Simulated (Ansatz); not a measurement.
**FeO: pressure 45 GPa**

Take FeO in the rock salt structure (space group Fm-3m, No. 225; a = 4.2459 Å; ferromagnetic) as the base.

Modification: cell and atoms relaxed at a pressure of 45 GPa.

Level of theory: Ansatz (a first-principles code) PBEsol, spin-orbit coupling left out. k-mesh 19×19×19 (Γ-centred); smearing 0.05 eV (Fermi–Dirac).

The volume per atom shrinks by 1.64 Å³, from 9.57 Å³ to 7.93 Å³ and the density goes up by 1.291 g/cm³ to 7.53 g/cm³. The lattice parameter a shrinks by 0.258 Å, from 4.246 Å to 3.988 Å and the shortest interatomic distance decreases by 0.129 Å to 1.994 Å. The enthalpy H = E + PV relative to the base's energy is +2.44 eV/atom and the band gap stays zero. The magnetic state is still ferromagnetic and the largest site moment shrinks by 0.56 μB (3.42 μB → 2.86 μB).

Cost of the whole job for the changed cell (relaxation, final SCF and bands): about 40 core-seconds (a rough figure).

Load acts through the strain it causes; cell and atoms are relaxed under it. No phonon test of stability was made. No other phases were tried under pressure. No Hubbard U is applied and the magnetic state is the run's own (FeO ferromagnetic); small cells can't hold the antiferromagnetic order that many such compounds have, so gaps and moments can be off. In its common phase, real FeO is an antiferromagnetic insulator at low temperature.
